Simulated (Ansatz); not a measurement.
The reference is WSi2 (space group I4/mmm, No. 139; relaxed with 0.1 eV smearing).

```
WSi2
1.0
   -1.60119     1.60119     3.90885
    1.60119    -1.60119     3.90885
    1.60119     1.60119    -3.90885
Si W
2 1
Direct
  0.66552   0.66552   0.00000
  0.33448   0.33448   0.00000
  0.00000   0.00000   0.00000
```

Cartesian axes are those of the cell as printed.

Method: plane-wave PAW DFT at the PBEsol level (Ansatz, a quantum-chemistry and plane-wave program, 420 eV), no spin-orbit coupling.

Base values:

| Property | Value |
|---|---|
| Band gap | zero |

One thing is altered: uniaxial strain ε_zz = −2.00 %, all other strain components held at zero; the atoms relax in the strained cell.

Task: Estimate the effect on the band gap.

Result: The band gap is still zero.

Task: What happens to the stress?

Result: The stress (xx, yy, zz, yz, xz, xy; compression positive) is (2.1, 2.1, 12.2, 0.0, 0.0, 0.0) GPa.

Stability against distortions was not tested. All final runs are without spin polarisation.
